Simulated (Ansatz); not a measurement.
The starting structures come from a database of crystals and need not be the phases stable at ambient conditions.

 Where the default PAW files enter, the runs use the earlier of Ansatz's two default sets.

Inside the gap of an insulator the Bloch states are evanescent, with a wavenumber k + iκ along the transport direction.

Data:

```yaml
crystal:
  lattice:
    - [5.80588, -0.04283, -0.03101]
    - [2.59425, 5.19423, -0.03101]
    - [1.07055, -2.94678, 1.65857]
  atoms:
    - { symbol: Cd, position: [0.00000, 0.00000, 0.00000] }
    - { symbol: H, position: [0.33333, 0.21501, 0.54834] }
    - { symbol: H, position: [0.66667, 0.78499, 0.45166] }
    - { symbol: O, position: [0.33333, 0.42675, 0.76009] }
    - { symbol: O, position: [0.66667, 0.57325, 0.23991] }
```

Space group of this cell: P-3m1. The cell was relaxed by PBE-D3(BJ); by r2SCAN its mean pressure is -2.0 GPa.

Transport runs along the normal of the first two printed cell vectors, the (111) plane of the conventional cell.

The gap is the functional's own. No spin-orbit coupling. Mid-gap values are interpolated on the energy grid.

Compute, with r2SCAN in Ansatz (an electronic-structure program), the band gap and the smallest decay constant κ at mid-gap.

Gap 2.21 eV on a 18×18×18 mesh; κ = 0.259 1/Å, at the zone centre.
